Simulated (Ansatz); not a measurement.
## Effect of pressure −1 GPa on P

Base system: P in the black-P type structure (space group Cmce, No. 64; a = 3.323 Å, b = 10.194 Å, c = 4.163 Å; layered, stacked along the Cartesian y axis).

One thing is altered: a negative pressure, −1 GPa.

All numbers come from PBE-D3(BJ) (Ansatz, a quantum-chemistry and plane-wave program; PAW; 420 eV plane waves; no SOC), earlier PAW set. k-mesh 15×15×11 (Γ-centred); smearing 0.05 eV (Fermi–Dirac).

Volume per atom: 18.37 Å³ (base 17.63 Å³)
Density: 2.80 g/cm³ (base 2.92 g/cm³)
Shortest interatomic distance: 2.228 Å (base 2.228 Å)
Enthalpy H = E + PV relative to the base's energy: -0.11 eV/atom
Band gap: zero (base zero)

Final structure:

```xyz
4
Lattice="1.6591 -5.1856 0.0000 1.6591 5.1856 0.0000 0.0000 0.0000 4.2712" Properties=species:S:1:pos:R:3 pbc="T T T"
P      1.6591    -4.1054     0.3240
P      1.6591     4.1054     3.9472
P      1.6591     1.0802     1.8116
P      1.6591    -1.0802     2.4596
```

Load acts through the strain it causes; cell and atoms are relaxed under it. Stability against distortions was not tested. A zero or small gap of P can be the functional's error rather than a property of the material.
